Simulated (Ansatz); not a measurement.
Ti$_{3}$Al (space group P6_3/mmc, No. 194)

```cif
data_Al2Ti6
_chemical_formula_sum 'Ti6 Al2'
_space_group_name_H-M_alt 'P63/mmc'
_space_group_IT_number 194
_space_group_name_Hall '-P 6c 2c'
_cell_length_a 5.68760
_cell_length_b 5.68760
_cell_length_c 4.60837
_cell_angle_alpha 90.000
_cell_angle_beta 90.000
_cell_angle_gamma 120.000
loop_
_atom_site_label
_atom_site_type_symbol
_atom_site_symmetry_multiplicity
_atom_site_Wyckoff_symbol
_atom_site_fract_x
_atom_site_fract_y
_atom_site_fract_z
_atom_site_occupancy
Ti1 Ti 6 h 0.33936 0.16968 0.25000 1
Al1 Al 2 c 0.33333 0.66667 0.25000 1
```

The values are results of PBEsol (Ansatz, a quantum-chemistry and plane-wave program), scalar-relativistic without spin-orbit coupling, not measurements. Settings: 10×10×10 k-points, 0.05 eV Fermi–Dirac smearing.

```yaml
volume_per_atom: 16.14 Å³
density: 4.39 g/cm³
band_gap: zero
total_energy: -1986.845 eV/atom (σ→0; compares only within this code and set-up)
```

Whether these cells are dynamically stable was not tested. All final runs are without spin polarisation.
